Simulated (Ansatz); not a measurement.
The starting structures come from a database of crystals and need not be the phases stable at ambient conditions.

 Where the default PAW files enter, the runs use the earlier of Ansatz's two default sets.

By PBEsol, the system below comes out a metal.

Here is the system:

```
FeTi
1.0
    2.93868     0.00000     0.00000
    0.00000     4.15592     0.00000
    0.00000     2.07796     2.07796
Ti Fe
1 1
Cartesian
  0.00000   0.00000   0.00000
  1.46934   2.07796   0.00000
```

Space group of this cell: Pm-3m, CsCl type. The cell is taken as given; by PBEsol its mean pressure is -4.6 GPa.

The current flows along the normal of the first two printed cell vectors, the (110) plane of the conventional cell. No spin-orbit coupling; the value is a mean over 0.1 eV about the Fermi level.

**Question.** Estimate the ballistic conductance per area that PBEsol (Ansatz, an electronic-structure program) returns for this system.

**Answer.** 0.36 × 10¹⁵ S/m² for both spins.
